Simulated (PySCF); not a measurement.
PySCF 2.14.0, WB97X/def2-svpd: Zr(OH)2(H)2 ([OH][ZrH2][OH]), 7 atoms. The geometry is a generated start, not checked to be a minimum at this level.

```
Property                                                  Result
-------------------------------  -------------------------------
task                                         energy and gradient
method                                                     wb97x
basis                                                  def2-svpd
mol.max_memory                                           7000 MB
mf.init_guess                                    minao (default)
mf.DIIS                                          CDIIS (default)
mf.diis_space                                        8 (default)
mf.conv_tol                                      1e-09 (default)
mf.grids.level                                       3 (default)
effective core potentials        those of the basis set, past Kr
basis functions (reference run)                              112
grid points (reference run)                                89792
```

```xyz
7

Zr    -0.5411    -0.2114    -0.1945
O      0.9449     0.5096    -1.1202
H      1.5664     1.2214    -1.3155
O      0.0392    -0.3917     1.6007
H      0.8275    -0.3100     2.1481
H     -0.9700    -1.8644    -0.8504
H     -1.8667     1.0465    -0.2681
```

The reference run uses exact four-centre integrals. Single runs; times are not shown.

Settings tried, all else as in the reference:
- density fitting, auxbasis = autoaux
- density fitting
- density fitting of J alone, exact K
- density fitting, auxbasis = def2-universal-jfit

Task: Sort the settings: which keep to the reference within 1.0 meV/atom in energy, 10 meV/Å in forces (largest component), and which don't?

Result: Within it: density fitting, auxbasis = autoaux; density fitting; density fitting of J alone, exact K. Outside: density fitting, auxbasis = def2-universal-jfit.

```tsv
setting	energy against the reference	difference in forces (largest component)
density fitting, auxbasis = autoaux	−0.010 meV/atom	0.41 meV/Å
density fitting	−0.21 meV/atom	0.89 meV/Å
density fitting of J alone, exact K	−0.32 meV/atom	1.0 meV/Å
density fitting, auxbasis = def2-universal-jfit	+14 meV/atom	56 meV/Å
```

Total energies are compared; such shifts often cancel in part in energy differences. def2-universal-jfit is made for Coulomb alone and misses functions that exchange needs. No test of the SCF solution's stability was run. Also tried and not ranked: density fitting, auxbasis = def2-universal-jkfit (same energy as a listed run); COSX exchange (sgx_fit, pjs) with fitted J, mf.with_df.grids_level_i = 1, mf.with_df.grids_level_f = 1 (gradient came out as NaN); COSX exchange (sgx_fit, pjs) with fitted J, mf.with_df.grids_level_i = 1, mf.with_df.grids_level_f = 2 (default) (gradient came out as NaN); COSX exchange (sgx_fit, pjs) with fitted J, mf.with_df.grids_level_i = 1, mf.with_df.grids_level_f = 3 (gradient came out as NaN); COSX exchange (sgx_fit, pjs) with fitted J, mf.with_df.grids_level_i = 1, mf.with_df.grids_level_f = 4 (gradient came out as NaN). The tolerance is a choice made for this comparison.
